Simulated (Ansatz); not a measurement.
Consider MoTe2 (space group P6_3/mmc, No. 194; a = 3.497 Å, c = 13.696 Å; layered, stacked along the Cartesian z axis).

Level of theory: PBE-D3(BJ) in Ansatz (plane waves to 420 eV, PAW, no SOC).

Strains are applied to the cell and any free atomic positions relax.

One change was made to it. Results:

The pressure (mean of the normal stresses, compression positive) goes from zero to 2.05 GPa; the smallest direct gap shrinks by 0.167 eV, from 1.03 eV to 0.87 eV; the largest internal atomic displacement is 0.032 Å; the band gap decreases by 0.117 eV (0.60 eV → 0.49 eV).

Question: Which of these changes matches the shifts?
A. isotropic strain −2.40 %
B. isotropic strain −1.80 %
C. isotropic strain −1.20 %
D. isotropic strain −0.60 %

Answer: C, isotropic strain −1.20 %. For comparison, the band gap in the other runs: isotropic strain −0.60 % gives 0.55 eV; isotropic strain −2.40 % gives 0.35 eV; isotropic strain −1.80 % gives 0.42 eV.

Spin-orbit coupling, missing from the scalar runs, can matter with Te. Whether these cells are dynamically stable was not tested. The program warned that a D3 coordination switch lies within reach, so dispersion energies are less smooth here.

Ansatz is a first-principles code.
